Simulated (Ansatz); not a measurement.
System: Ta-vacancy pair (Ta on one host Cu site, one Cu site vacant) in fcc Cu (neutral cell). The step: a nearby Cu atom hops onto the vacant site (Ta-vacancy distance between ideal sites 2.57 → 5.13 Å); the atom moves 2.44 Å along (0.00, -0.48, -0.47) of the unit cell; the moving atom starts with neighbours 6 Cu at 2.53, 4 Cu at 2.57, Cu at 2.62 Å and ends with 4 Cu at 2.52, 2 Cu at 2.57, 4 Cu at 2.63; Ta at 2.65 Å. DFT values are from Ansatz (plane-wave PAW, 420 eV unless said) in a cell of 32 host sites, spin-restricted, static, with no finite-size correction. Forms of the defect that were not tried may lie lower. The start lies 0.11 eV above the lowest site run (PBE). For the PBE band: the saddle point's order was not checked, and it lies on a symmetry element of the cell, where a band can be held.

```
Level                                                                           Forward barrier (eV)  Cost of the band or of the saddle's single point
------------------------------------------------------------------------------  --------------------  ------------------------------------------------
CHGNet universal potential (has no charge state), its own band                                  0.55                                                 -
PBE, a 3×3×3 k-point mesh shifted by half a step, band relaxed                                  0.71            about 60 core-minutes (a rough figure)
PBE, a 5×5×5 k-point mesh shifted by half a step, same geometries                               0.71            about 17 core-minutes (a rough figure)
r2SCAN at 500 eV, a 3×3×3 k-point mesh shifted by half a step, same geometries                     ?                     around 8 core-minutes (rough)
```

Question: Complete the blanks.

Answer: 
- r2SCAN at 500 eV, a 3×3×3 k-point mesh shifted by half a step, same geometries, Forward barrier (eV): 0.72

Ansatz is an electronic-structure program.
